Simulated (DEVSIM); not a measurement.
Structure: Schottky contact on n-type Ge, at 400 K.

Layer 1 from the left is Ge, thickness (μm) 0.130, Nd (cm⁻³) 1.3e17, τn (s) 2.6e-6, τp (s) 2.6e-6.

Left contact: Schottky, work function 4.36 eV, emission velocity 2.7e6 cm/s. Right contact: ohmic. Voltage is applied to the left contact. Recombination: SRH at mid-gap, radiative, Auger. Mobility is μmin + (μ − μmin)/(1 + (N/Nref)^α).

This is a model device: material constants are rounded textbook-type values typed into the input, and sizes, dopings and lifetimes were drawn at random. Values at 300 K; Nc and Nv go as T^1.5, mobilities as T to minus their exponent, the gap by Varshni's rule with the affinity fixed.

Ge: gap (eV) 0.664, affinity (eV) 4, permittivity 16, Nc (cm⁻³) 1.04e19, Nv (cm⁻³) 6e18, μn (cm²/Vs) 3900, μp (cm²/Vs) 1900, μn,min 150, μp,min 100, Nref,n 2.6e17, Nref,p 4e17, αn 0.56, αp 0.6, T exponent of μn 1.66, T exponent of μp 2.33, B (cm³/s) 6.4e-14, Cn (cm⁶/s) 1e-31, Cp (cm⁶/s) 1e-31, Varshni α (eV/K) 0.000477, Varshni β (K) 235.

Question: Estimate by hand the built-in potential, the peak field at zero bias, and compare with a numerical solution.

Answer: 
- Built-in potential: barrier φB = 0.360 eV; Vbi = φB − kT/q ln(N_band/N) = 0.194 V; numerical 0.194 V.
- Peak field at zero bias: depletion approximation: W = √(2εVbi/(qN)) = 0.0514 μm with N = 1.30e17 cm⁻³; field = 2Vbi/W = 75500 V/cm; numerical 68000 V/cm (estimate above by 11 %).

Simulated with DEVSIM: 1D drift-diffusion, Boltzmann statistics, complete ionisation; no tunnelling, impact ionisation, image-force lowering or self-heating. Metal contacts follow the ideal Schottky-Mott rule: no Fermi-level pinning, no interface dipoles.
